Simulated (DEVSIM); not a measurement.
Structure: Si p+/n-/n+ power diode, at 300 K.

| layer (left to right) | material | thickness (μm) | Nd (cm⁻³) | Na (cm⁻³) | τn (s) | τp (s) |
|---|---|---|---|---|---|---|
| 1 | Si | 0.840 | - | 3e18 | 5.6e-5 | 5.6e-5 |
| 2 | Si | 4.40 | 2.1e14 | - | 5.6e-5 | 5.6e-5 |
| 3 | Si | 3.20 | 1.1e18 | - | 5.6e-5 | 5.6e-5 |

Left contact: ohmic. Right contact: ohmic. Voltage is applied to the left contact. Recombination: SRH at mid-gap. Mobility is constant in doping.

This is a model device: material constants are rounded textbook-type values typed into the input, and sizes, dopings and lifetimes were drawn at random. Values at 300 K.

```
parameter           Si
-------------  -------
gap (eV)         1.124
affinity (eV)     4.05
permittivity      11.7
Nc (cm⁻³)      2.86e19
Nv (cm⁻³)       3.1e19
μn (cm²/Vs)       1417
μp (cm²/Vs)        470
```

DEVSIM, 1D drift-diffusion, Boltzmann statistics, complete ionisation; no tunnelling, impact ionisation, image-force lowering or self-heating.

Tabulate band edges, carrier densities and field at zero bias.

Energies count from the Fermi level of the right contact; mesh points crowd at the junctions.

| x (μm) | Ec (eV) | Ev (eV) | n (cm⁻³) | p (cm⁻³) | field (V/cm) |
|---|---|---|---|---|---|
| 0.000 | 1.064 | -0.060 | < 1e2 | 3.0e18 | ≈ 0 |
| 0.04119 | 1.064 | -0.060 | < 1e2 | 3.0e18 | ≈ 0 |
| 0.1557 | 1.064 | -0.060 | < 1e2 | 3.0e18 | ≈ 0 |
| 0.4368 | 1.064 | -0.060 | < 1e2 | 3.0e18 | ≈ 0 |
| 0.7495 | 1.064 | -0.060 | < 1e2 | 3.0e18 | ≈ 0 |
| 0.8211 | 1.064 | -0.060 | < 1e2 | 3.0e18 | -55 |
| 0.8536 | 0.973 | -0.151 | 1300 | 8.8e16 | -27000 |
| 0.9650 | 0.856 | -0.269 | 120000 | 9.6e14 | -6500 |
| 1.225 | 0.712 | -0.412 | 3.1e7 | 3.7e12 | -5000 |
| 1.939 | 0.440 | -0.684 | 1.2e12 | 9.9e7 | -2700 |
| 3.718 | 0.306 | -0.818 | 2.1e14 | 560000 | -31 |
| 4.872 | 0.286 | -0.838 | 4.5e14 | 260000 | -800 |
| 5.121 | 0.243 | -0.881 | 2.4e15 | 49000 | -3600 |
| 5.212 | 0.181 | -0.943 | 2.6e16 | 4500 | -14000 |
| 5.260 | 0.084 | -1.040 | 1.1e18 | 110 | -410 |
| 5.342 | 0.084 | -1.040 | 1.1e18 | 110 | ≈ 0 |
| 5.562 | 0.084 | -1.040 | 1.1e18 | 110 | ≈ 0 |
| 6.200 | 0.084 | -1.040 | 1.1e18 | 110 | ≈ 0 |
| 7.737 | 0.084 | -1.040 | 1.1e18 | 110 | ≈ 0 |
| 8.209 | 0.084 | -1.040 | 1.1e18 | 110 | ≈ 0 |
| 8.371 | 0.084 | -1.040 | 1.1e18 | 110 | ≈ 0 |
| 8.440 | 0.084 | -1.040 | 1.1e18 | 110 | ≈ 0 |
